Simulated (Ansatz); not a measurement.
Reference: RbH (Fm-3m), PBEsol, rigid bands (plane waves, PAW, scalar-relativistic; Ansatz, an electronic-structure program); geometry: cell and atoms relaxed with PBEsol.

```xyz
2
Lattice="0.0000 2.9628 2.9628 2.9628 0.0000 2.9628 2.9628 2.9628 0.0000" Properties=species:S:1:pos:R:3 pbc="T T T"
Rb     2.9628     2.9628     2.9628
H      0.0000     0.0000     0.0000
```

| Quantity | Result |
|---|---|
| band gap | 2.70 eV |
| electron conductivity mass | 0.47 mₑ |
| hole conductivity mass | 0.92 mₑ |
| Seebeck coefficient, n-type 1e19 cm⁻³ | -323 μV/K |

Problem. Swap Rb for Cs, keeping the structure type. How do these values move?

Solution. CsH (Fm-3m): volume per atom 26.0 to 30.6 Å³; band gap falls (2.70 eV to 2.07 eV); electron conductivity mass stays about the same (0.47 mₑ to 0.46 mₑ); hole conductivity mass falls (0.92 mₑ to 0.69 mₑ); Seebeck coefficient, n-type 1e19 cm⁻³ stays about the same (-323 μV/K to -313 μV/K).

Problem. Replace Rb by Li on the same sites and relax. What happens?

Solution. LiH (Fm-3m): volume per atom 26.0 to 7.9 Å³; band gap stays about the same (2.70 eV to 2.73 eV); electron conductivity mass falls (0.47 mₑ to 0.28 mₑ); hole conductivity mass falls (0.92 mₑ to 0.40 mₑ); Seebeck coefficient, n-type 1e19 cm⁻³ falls in size (-323 μV/K to -298 μV/K).

Problem. Replace Rb by Na on the same sites and relax. What happens?

Solution. NaH (Fm-3m): volume per atom 26.0 to 13.8 Å³; band gap rises (2.70 eV to 3.61 eV); electron conductivity mass stays about the same (0.47 mₑ to 0.47 mₑ); hole conductivity mass rises (0.92 mₑ to 1.44 mₑ); Seebeck coefficient, n-type 1e19 cm⁻³ rises in size (-323 μV/K to -351 μV/K).

Moves up to 5 % count as about the same. Masses are for dilute carriers at 300 K, harmonic means over directions unless an axis is named. Seebeck coefficients are for the stated density at 300 K, with one relaxation time for all states and whether or not that doping can be reached. Spin-orbit coupling is left out.

Formula and space group known from diffraction (Crystallography Open Database), not checked to be the room-temperature form: CsH (Fm-3m), RbH (Fm-3m).
